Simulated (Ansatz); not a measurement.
The reference is Ru in the hcp (Mg type) structure (space group P6_3/mmc, No. 194; a = 2.692 Å, c = 4.246 Å).

Computed with DFT with PBEsol, PAW potentials and a 420 eV plane-wave cutoff in Ansatz (a program for electronic structure), no SOC.

Base values:

| Property | Value |
|---|---|
| Lattice parameter a | 2.692 Å |

One thing is altered: a hydrostatic pressure of 2.1 GPa.

Task: Estimate the effect on the lattice parameter a.

Result: The lattice parameter a shrinks by 0.006 Å, from 2.692 Å to 2.686 Å.

Load acts through the strain it causes; cell and atoms are relaxed under it. Stability against distortions was not tested. All final runs are without spin polarisation.
